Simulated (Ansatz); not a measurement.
**LuBi: pressure series**

Take LuBi in the rock salt structure (space group Fm-3m, No. 225; a = 6.201 Å; a model cell, its experimental status unchecked) as the base.

Cell and atoms are relaxed at each pressure.

Computed with Kohn–Sham DFT with the r2SCAN functional, run in Ansatz (a quantum-chemistry and plane-wave program) with PAW and 500 eV plane waves, no SOC.

| P (GPa) | V (Å³/atom) |
|---|---|
| -2.01 | 30.884 |
| -1.02 | 30.322 |
| 0.30 | 29.659 |
| 0.70 | 29.472 |
| 1.48 | 29.119 |
| 3.00 | 28.496 |
| 5.00 | 27.764 |
| 7.50 | 26.959 |
| 9.99 | 26.255 |

Question: Fit a third-order Birch–Murnaghan equation of state.

Answer: Least squares on P(V) = (3B₀/2)[(V₀/V)^(7/3) − (V₀/V)^(5/3)]·[1 + (3/4)(B₀′ − 4)((V₀/V)^(2/3) − 1)] gives V₀ = 29.80 Å³/atom, B₀ = 61 GPa and B₀′ = 4.0.

Load acts through the strain it causes; cell and atoms are relaxed under it. Stability against distortions was not tested. Competing high-pressure phases were not computed.
